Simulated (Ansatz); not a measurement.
The starting structures come from a database of crystals and need not be the phases stable at ambient conditions.

By PBEsol, the system below comes out a metal.

Without scattering a metal conducts by its projected Fermi surface.

Input:

```xyz
3
Lattice="4.1052 0.0000 0.0000 0.0000 4.1052 0.0000 0.0000 0.0000 2.8913" Properties=species:S:1:pos:R:3 pbc="T T T"
Al     2.0526     0.0000     1.4457
Al     0.0000     2.0526     1.4457
Cu     0.0000     0.0000     0.0000
```

Space group of this cell: P4/mmm. The cell is taken as given; by PBEsol its mean pressure is -2.4 GPa.

The current flows along the normal of the first two printed cell vectors, the (001) plane of the conventional cell. No spin-orbit coupling; the value is a mean over 0.1 eV about the Fermi level.

Problem. Estimate the ballistic conductance per area that Ansatz (a quantum-chemistry and plane-wave program) with PBEsol returns for this system.

Solution. 0.89 × 10¹⁵ S/m² for both spins.
